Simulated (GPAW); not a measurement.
**Worked example: self-consistent single point of InRh (Pm-3m, 2 atoms in the cell) in GPAW**

Method of the run: PBEsol, GPAW PAW datasets PBEsol (made by gpaw-setup) (plane waves; GPAW).

The input file:

```python
from ase import Atoms
from ase.units import GPa
from gpaw import GPAW, PW

atoms = Atoms(['In', 'Rh'],
              cell=[[3.209680, 0.000000, 0.000000],
                    [0.000000, 3.209680, 0.000000],
                    [0.000000, 0.000000, 3.209680]],
              scaled_positions=[[0.000000, 0.000000, 0.000000],
                                [0.500000, 0.500000, 0.500000]],
              pbc=True)

calc = GPAW(mode=PW(600),
            xc='PBEsol',
            kpts={'size': (10, 10, 10), 'gamma': True},
            occupations={'name': 'methfessel-paxton', 'width': 0.2, 'order': 0},
            nbands=-8,
            symmetry={'symmorphic': False, 'tolerance': 0.0005},
            maxiter=120,
            txt='-')

atoms.calc = calc

energy = atoms.get_potential_energy()
print('Energy (eV):', round(energy, 6))
forces = atoms.get_forces()
print('Forces (eV/Ang):')
print(forces.round(5))
stress = atoms.get_stress()
print('Stress (GPa, Voigt):', (stress / GPa).round(4))
```

Output (repeated stretches shortened):

```
Input parameters:
  kpts: {gamma: True,
         size: (10, 10, 10)}
  maxiter: 120
  mode: {ecut: 600.0,
         name: pw}
  nbands: -8
  occupations: {name: methfessel-paxton,
                order: 0,
                width: 0.2}
  symmetry: {symmorphic: False,
             tolerance: 0.0005}
  xc: PBEsol

species:
  In:
    name: Indium
    Z: 49.0
    valence: 13
    core: 36
    charge: 0.0
    file: In.PBEsol.gz

    # Using partial waves for In as LCAO basis

  Rh:
    name: Rhodium
    Z: 45.0
    valence: 15
    core: 30
    charge: 0.0
    file: Rh.PBEsol.gz

    # Using partial waves for Rh as LCAO basis

Reference energy: -289972.270669  # eV

Spin-paired calculation

Convergence criteria:
 Maximum [total energy] change in last 3 cyles: 0.0005 eV / valence electron
 Maximum integral of absolute [dens]ity change: 0.0001 electrons / valence electron
 Maximum integral of absolute [eigenst]ate change: 4e-08 eV^2 / valence electron
 Maximum number of scf [iter]ations: 120

Symmetries present (total): 48
Symmetries with fractional translations: 0
1000 k-points: 10 x 10 x 10 Monkhorst-Pack grid + [1/20,1/20,1/20]
56 k-points in the irreducible part of the Brillouin zone
       k-points in crystal coordinates                weights
   0:     0.00000000    0.00000000    0.00000000          1/1000
   1:     0.10000000    0.00000000    0.00000000          6/1000
   2:     0.10000000    0.10000000    0.00000000         12/1000
   [... 7 lines left out ...]
          ...
  55:     0.50000000    0.50000000    0.50000000          1/1000

Wave functions: Plane wave expansion
  Cutoff energy: 600.000 eV
  Number of coefficients (min, max): 1080, 1141
  Pulay-stress correction: 0.000000 eV/Ang^3 (de/decut=0.000000)

Occupation numbers: Methfessel-Paxton:
  width: 0.2000  # eV
  order: 0

Eigensolver

Densities:
  Coarse grid: 20*20*20 grid
  Fine grid: 40*40*40 grid
  Total Charge: 0.000000

Density mixing:
  Method: separate
  Backend: pulay
  Linear mixing parameter: 0.05
  old densities: 5
  Damping of long wavelength oscillations: 50

Hamiltonian:
  XC and Coulomb potentials evaluated on a 40*40*40 grid
  External potential:
    NoExternalPotential

XC parameters: PBEsol with 2 nearest neighbor stencil

Number of atoms: 2
Number of atomic orbitals: 21
Number of bands in calculation: 22
Number of valence electrons: 28
Bands to converge: occupied

Density initialized from atomic densities
  21 bands from LCAO basis set
  1 band from random numbers

Atomic positions and initial magnetic moments

Positions:
   0 In     0.000000    0.000000    0.000000    ( 0.0000,  0.0000,  0.0000)
   1 Rh     1.604840    1.604840    1.604840    ( 0.0000,  0.0000,  0.0000)

Unit cell:
           periodic     x           y           z      points  spacing
  1. axis:    yes    3.209680    0.000000    0.000000    20     0.1605
  2. axis:    yes    0.000000    3.209680    0.000000    20     0.1605
  3. axis:    yes    0.000000    0.000000    3.209680    20     0.1605

  Lengths:   3.209680   3.209680   3.209680
  Angles:   90.000000  90.000000  90.000000

Effective grid spacing dv^(1/3) = 0.1605

     iter     time        total  log10-change:
                         energy   eigst   dens
iter:   1 --:--:--   -12.537510
iter:   2 --:--:--   -12.506886   -1.50  -1.44
iter:   3 --:--:--   -12.721240   -1.25  -1.46
iter:   4 --:--:--   -12.557050   -3.15  -1.58
iter:   5 --:--:--   -12.269475   -1.99  -1.66
iter:   6 --:--:--   -12.283172   -3.68  -2.41
iter:   7 --:--:--   -12.258042   -3.36  -2.26
iter:   8 --:--:--   -12.256142   -3.90  -2.75
iter:   9 --:--:--   -12.256191c  -4.20  -3.20
iter:  10 --:--:--   -12.255646c  -4.89  -3.13
iter:  11 --:--:--   -12.255624c  -6.15  -4.06c
iter:  12 --:--:--   -12.255627c  -7.21  -4.23c
iter:  13 --:--:--   -12.255617c  -6.34  -4.22c
iter:  14 --:--:--   -12.255618c  -6.71  -4.26c
iter:  15 --:--:--   -12.255618c  -8.77c -5.14c

Converged after 15 iterations.

Dipole moment: (-0.000000, -0.000000, -0.000000) |e|*Ang

Energy contributions relative to reference atoms: (reference = -289972.270669)

Kinetic:        +12.412117
Potential:      -11.337494
External:        +0.000000
XC:             -13.284201
Entropy (-ST):   -0.024255
Local:           -0.033912
SIC:             +0.000000
--------------------------
Free energy:    -12.267745
Extrapolated:   -12.255618

Showing only first 2 kpts
 Kpt  Band  Eigenvalues  Occupancy
  0    12      9.57957    2.00000
  0    13      9.57957    2.00000
  0    14     15.25336    0.00000
  0    15     15.25336    0.00000

  1    12      9.39988    2.00000
  1    13      9.56873    2.00000
  1    14     14.30541    0.00000
  1    15     15.64227    0.00000

Fermi level: 10.76816

No gap
No difference between direct/indirect transitions
Energy (eV): -12.255618

Forces in eV/Ang:
  0 In    0.00000    0.00000    0.00000
  1 Rh    0.00000   -0.00000    0.00000

Stress tensor:
     0.015183     0.000000     0.000000
     0.000000     0.015183     0.000000
     0.000000     0.000000     0.015183
Stress (GPa, Voigt): [2.4326 2.4326 2.4326 0.     0.     0.    ]
```

The run converged in 15 iterations. GPAW prints stress with tension positive.

The starting cell comes from a database of computed structures (which also holds hypothetical and non-ambient phases and stackings), without a prior relaxation at this level. Spin polarisation is off.
